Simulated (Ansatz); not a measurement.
```
CELL_PARAMETERS angstrom
     20.00000     0.00000     0.00000
      0.00000    20.00000     0.00000
      0.00000     0.00000     6.61090
ATOMIC_POSITIONS crystal
  Sn 0.33680 0.50000 0.50000
  Sn 0.41864 0.41864 0.25295
  Sn 0.41864 0.58136 0.74705
  Sn 0.50000 0.33680 0.50000
  Sn 0.50000 0.50000 0.00000
  Sn 0.50000 0.66320 0.50000
  Sn 0.58136 0.41864 0.74705
  Sn 0.58136 0.58136 0.25295
  Sn 0.66320 0.50000 0.50000
  H  0.28529 0.54919 0.35120
  H  0.28529 0.45081 0.64880
  H  0.36864 0.36864 0.10036
  H  0.36864 0.63136 0.89964
  H  0.54919 0.28529 0.35120
  H  0.45081 0.28529 0.64880
  H  0.54919 0.71471 0.64880
  H  0.45081 0.71471 0.35120
  H  0.63136 0.36864 0.89964
  H  0.63136 0.63136 0.10036
  H  0.71471 0.54919 0.64880
  H  0.71471 0.45081 0.35120
```

The numbers are results of PBE (plane waves to 420 eV, PAW; Ansatz, an electronic-structure program), not measurements. Mesh 1×1×6. No spin polarisation. It repeats along c; a and b span vacuum. An idealised model, cut from the bulk lattice. Symmetry and one short period hold its shape; lower forms weren't sought. Values not marked SOC lack spin–orbit coupling.

Task: Tabulate the two highest filled and two lowest empty levels along the axis, from the valence top.

Result: 
```
k (2π/c)  v2 (eV)  v1 (eV)  c1 (eV)  c2 (eV)
--------  -------  -------  -------  -------
0.000       -0.16     0.00     3.00     3.60
0.042       -0.15     0.00     3.00     3.60
0.083       -0.15    -0.01     3.00     3.55
0.125       -0.14    -0.02     3.01     3.49
0.167       -0.12    -0.03     3.01     3.42
0.208       -0.10    -0.05     3.01     3.37
0.250       -0.08    -0.07     3.01     3.33
0.292       -0.06    -0.06     3.01     3.30
0.333       -0.04    -0.04     3.00     3.28
0.375       -0.02    -0.02     2.99     3.27
0.417       -0.01    -0.01     2.98     3.26
0.458        0.00     0.00     2.98     3.26
0.500        0.00     0.00     2.98     3.26
```
